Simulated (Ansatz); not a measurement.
How a calculation on ReAu (R-3m, 2 atoms in the cell) responds to its settings

```xyz
2
Lattice="1.4210 0.8204 4.5400 -1.4210 0.8204 4.5400 0.0000 -1.6408 4.5400" Properties=species:S:1:pos:R:3 pbc="T T T"
Re     0.0000     0.0000     0.0000
Au     0.0000     0.0000     6.8100
```

Base run A: LDA (PW92), default PAW files made with PBE run with Ansatz (a program for electronic structure), self-consistent single point.

Its settings: basis.ecutwfc = 30.9 Ry; kpoints.mp_grid.grid = 11 11 11; hamiltonian.xc = lda; hamiltonian.pseudopotentials = {kind: paw} (the program's default PAW files); scf.occupations.method = cold; scf.occupations.width = 0.02 Ry.

The starting cell was generated: these elements placed on a structure prototype, without a prior relaxation; it need not be a known phase or ordering of this composition. Spin polarisation is off. In the base run, with a pressure of about -12 GPa the cell is away from its equilibrium volume at this level. Ansatz's pressure includes its estimate of the finite-basis (Pulay) stress.

ΔF is the free energy per atom less that of run A. 

Run A gave: pressure (GPa) -11.79; TS (meV/atom) 2.5.

Runs:
- B: scf.occupations.method, scf.occupations.width = gaussian, 0.0147 Ry
- C: scf.occupations.method, scf.occupations.width = gaussian, 0.022 Ry
- D: scf.occupations.method, scf.occupations.width = fermi_dirac, 0.0073 Ry
- E: scf.occupations.method, scf.occupations.width = fermi_dirac, 0.0147 Ry
- F: scf.occupations.method, scf.occupations.width = methfessel_paxton, 0.0037 Ry
- G: scf.occupations.method, scf.occupations.width = methfessel_paxton, 0.022 Ry
- H: scf.occupations.method, scf.occupations.width = cold, 0.0037 Ry
- I: scf.occupations.method, scf.occupations.width = cold, 0.0147 Ry
- J: scf.occupations.method, scf.occupations.width = tetrahedron, default

### Question
What does run H change against A?

### Answer
The free energy hardly moves (within 1 meV/atom) and the pressure goes from -11.79 to -11.90 GPa.

### Question
What does run B change against A?

### Answer
The free energy falls by 7.4 meV/atom and the pressure moves little (-11.79 to -11.70 GPa).

```
run  ΔF (meV/atom)  pressure (GPa)  TS (meV/atom)
---  -------------  --------------  -------------
A             0.00          -11.79            2.5
B             -7.4          -11.70           16.2
C            -17.5          -11.52           36.5
D            -12.5          -11.61           26.4
E            -53.0          -11.00          108.4
F             0.59          -11.90            0.0
G             0.81          -11.81            0.0
H             0.58          -11.90           -0.1
I             0.50          -11.83            0.8
J              2.4          -11.72            0.0
```

Keys are those of Ansatz 0.2.
